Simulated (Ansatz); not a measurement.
TaW (model structure, Cmcm, No. 63, 4 atoms in the cell), treated with PBEsol (PAW; Ansatz, an electronic-structure program).

Numerical settings: plane-wave cutoff 520 eV, 18×18×14 k mesh (along the axes of the cell as run), Fermi–Dirac smearing 0.05 eV, no spin polarisation, scalar-relativistic PAW data made under PBE.

Cell (relaxed at this level):

```cif
data_Ta4W4
_chemical_formula_sum 'Ta4 W4'
_space_group_name_H-M_alt 'Cmcm'
_space_group_IT_number 63
_space_group_name_Hall '-C 2c 2'
_cell_length_a 2.62261
_cell_length_b 10.98373
_cell_length_c 4.71428
_cell_angle_alpha 90.000
_cell_angle_beta 90.000
_cell_angle_gamma 90.000
loop_
_space_group_symop_operation_xyz
  'x, y, z'
  '-x, -y, -z'
  '-x, -y, z+1/2'
  'x, y, -z+1/2'
  'x, -y, -z'
  '-x, y, z'
  '-x, y, -z+1/2'
  'x, -y, z+1/2'
  'x+1/2, y+1/2, z'
  '-x+1/2, -y+1/2, -z'
  '-x+1/2, -y+1/2, z+1/2'
  'x+1/2, y+1/2, -z+1/2'
  'x+1/2, -y+1/2, -z'
  '-x+1/2, y+1/2, z'
  '-x+1/2, y+1/2, -z+1/2'
  'x+1/2, -y+1/2, z+1/2'
loop_
_atom_site_label
_atom_site_type_symbol
_atom_site_symmetry_multiplicity
_atom_site_Wyckoff_symbol
_atom_site_fract_x
_atom_site_fract_y
_atom_site_fract_z
_atom_site_occupancy
Ta1 Ta 4 c 0.00000 0.32225 0.25000 1
W1 W 4 c 0.00000 0.06747 0.25000 1
```
(The calculation used a cell of 4 atoms; values per cell refer to that cell.)

### Question
Give the computed bulk modulus.

### Answer

bulk modulus: 244 GPa

Note: the run has no spin polarisation, so it can have missed a magnetic state; the bulk modulus is −V dP/dV from two relaxed cells at ±2 % in volume; the relaxation could raise the start's symmetry but not lower it, so the cell can be a saddle point.

Spin–orbit coupling is not included.

Computed values are for the static lattice.

The result took roughly 30 core-minutes.

A model structure was made by putting elements into a prototype or built by hand; it is no filed structure, need not be a known phase, and can be a saddle point held by its symmetry.
